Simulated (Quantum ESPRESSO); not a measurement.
Worked example: self-consistent single point of CaO (Fm-3m, 2 atoms in the cell) in Quantum ESPRESSO.

Level of theory: PBE, SSSP 1.1.2 efficiency (PBE) pseudopotentials (plane waves; Quantum ESPRESSO 7.5).

The change in words: lattice scaled by 0.98. Reference geometry:
```xyz
2
Lattice="0.0000 2.3543 2.3543 2.3543 0.0000 2.3543 2.3543 2.3543 0.0000" Properties=species:S:1:pos:R:3 pbc="T T T"
Ca     0.0000     0.0000     0.0000
O      2.3543     2.3543     2.3543
```

Reference input (self-consistent single point, DFT, PBE, plane waves, SSSP 1.1.2 efficiency (PBE) pseudopotentials): ecutwfc = 55 Ry; ecutrho = 440 Ry; occupations = smearing; smearing = fd; degauss = 0.00147 Ry; potentials = {Ca: Ca_pbe_v1.uspp.F.UPF, O: O.pbe-n-kjpaw_psl.0.1.UPF}; K_POINTS = automatic 12 12 12 0 0 0; conv_thr = 1e-10 Ry; mixing_beta = 0.7. This run's input differs from it in these lines:

```diff
@@ -25,8 +25,8 @@
 CELL_PARAMETERS {angstrom}
-   0.0000000000     2.3542820000     2.3542820000
-   2.3542820000     0.0000000000     2.3542820000
-   2.3542820000     2.3542820000     0.0000000000
+   0.0000000000     2.3071960000     2.3071960000
+   2.3071960000     0.0000000000     2.3071960000
+   2.3071960000     2.3071960000     0.0000000000
 ATOMIC_POSITIONS {angstrom}
 Ca    0.0000000000    0.0000000000    0.0000000000
-O     2.3542820000    2.3542820000    2.3542820000
+O     2.3071960000    2.3071960000    2.3071960000
 K_POINTS {automatic}
```

Log, with long lists cut:

```
     Self-consistent Calculation

     iteration #  1     ecut=    55.00 Ry     beta= 0.70

     total energy              =    -116.62307090 Ry
     estimated scf accuracy    <       0.47202719 Ry

     iteration #  2     ecut=    55.00 Ry     beta= 0.70

     total energy              =    -116.62460473 Ry
     estimated scf accuracy    <       1.18578863 Ry

     iteration #  3     ecut=    55.00 Ry     beta= 0.70

     total energy              =    -116.86653247 Ry
     estimated scf accuracy    <       0.00788380 Ry

   [... 4 blocks of this kind left out ...]

     iteration #  8     ecut=    55.00 Ry     beta= 0.70

     total energy              =    -116.86776459 Ry
     estimated scf accuracy    <          1.7E-09 Ry

     iteration #  9     ecut=    55.00 Ry     beta= 0.70
     End of self-consistent calculation

     the Fermi energy is    11.0222 ev

!    total energy              =    -116.86776459 Ry
     estimated scf accuracy    <          9.1E-11 Ry
     smearing contrib. (-TS)   =       0.00000000 Ry
     internal energy E=F+TS    =    -116.86776459 Ry

     convergence has been achieved in   9 iterations

     Forces acting on atoms (cartesian axes, Ry/au):

     atom    1 type  1   force =     0.00000000    0.00000000    0.00000000
     atom    2 type  2   force =     0.00000000   -0.00000000   -0.00000000

     Total force =     0.000000     Total SCF correction =     0.000000

          total   stress  (Ry/bohr**3)                   (kbar)     P=      194.01
   0.00131885   0.00000000  -0.00000000          194.01        0.00       -0.00
   0.00000000   0.00131885   0.00000000            0.00      194.01        0.00
   0.00000000   0.00000000   0.00131885            0.00        0.00      194.01

   JOB DONE.
```

The run converged in 9 iterations. Against the reference run the free energy rises by 68.6 meV/atom, the pressure goes from 9.45 to 19.40 GPa and the gap on the mesh goes from 3.628 to 3.583 eV.

The starting cell comes from a database of computed structures (which also holds hypothetical and non-ambient phases and stackings), without a prior relaxation at this level. Its lattice was rescaled by a random factor within 2.5 % of one. For this run, on top of that: lattice scaled by 0.98. With a pressure of about 19 GPa the cell is away from its equilibrium volume at this level.
